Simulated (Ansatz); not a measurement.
PbI2 (P-3m1), Ansatz (an electronic-structure program) with PBEsol+D3BJ with spin-orbit coupling, rigid bands: N_v = 5.31e18 cm⁻³ at 300 K and a hole conductivity mass of 0.322 mₑ along x (a = (4.44, 0.00, 0.00) Å; b = (-2.22, 3.84, 0.00) Å; c = (0.00, 0.00, 6.74) Å).

Question: For 1e17 holes per cm³ at 300 K, place the Fermi level, estimate the Seebeck coefficient of a parabolic band with constant τ, and give mobility and conductivity for τ = 5 fs.

Answer: The level lies k_BT ln(N_v/p) = 0.103 eV above the valence-band maximum. S ≈ +(k_B/e)[ln(N_v/p) + 5/2] = 558 μV/K, against 556 μV/K from the full bands (mean over directions). μ = eτ/m = 27.3 cm²/(V·s) and σ = peμ = 0.438 S/cm. τ is assumed, not computed.

Band transport and this doping are assumed; polarons and phonon drag are left out. Geometry: cell and atoms relaxed with PBEsol+D3(BJ).

PBEsol with a dispersion correction tends to overbind, so the cell can be several per cent short, in bad cases over ten, which usually narrows a gap: PbI2 (P-3m1).
